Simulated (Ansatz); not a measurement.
CrI3: I → C

Base system: CrI3 in the BiI3 type structure (space group R-3, No. 148; a = 6.8182 Å, c = 19.4777 Å (hexagonal axes); ferromagnetic; layered, stacked along the Cartesian z axis).

The change: full substitution I → C; the structure is relaxed again.

The values are results of Kohn–Sham DFT with the PBE-D3(BJ) functional, run in Ansatz (a quantum-chemistry and plane-wave program) with PAW and 420 eV plane waves, no SOC, not measurements. Settings: 10×10×10 k-points, 0.05 eV Fermi–Dirac smearing, for the changed cell.

```json
[
 {"quantity": "density", "base": "5.50 g/cm³", "changed": "5.14 g/cm³", "shift": "-0.354 g/cm³"},
 {"quantity": "space group", "base": "R-3 (No. 148)", "changed": "R-3m (No. 166)", "shift": "–"},
 {"quantity": "shortest interatomic distance", "base": "2.711 Å", "changed": "1.512 Å", "shift": "-1.199 Å"},
 {"quantity": "band gap", "base": "1.08 eV", "changed": "zero", "shift": "–"},
 {"quantity": "magnetic state", "base": "ferromagnetic", "changed": "non-magnetic", "shift": "–"},
 {"quantity": "largest site moment", "base": "2.92 μB", "changed": "0.00 μB", "shift": "-2.92 μB"}
]
```

Cost of the whole job for the changed cell (relaxation, final SCF and bands): very roughly 7 core-minutes.

Other magnetic orders, which the real material may have, were not ruled out. With I present, leaving out spin-orbit coupling can change the band edges. Stability against distortions was not tested. As relaxed here, CrC3 is a hypothetical phase, not in the database extracts checked. Starting moments died away, wholly or in part, for I → C; another magnetic solution may exist. Spin-polarised in the final run: base; the other runs are not. The D3 term's C6 switches between coordination references near this geometry, which can add small steps to energies.
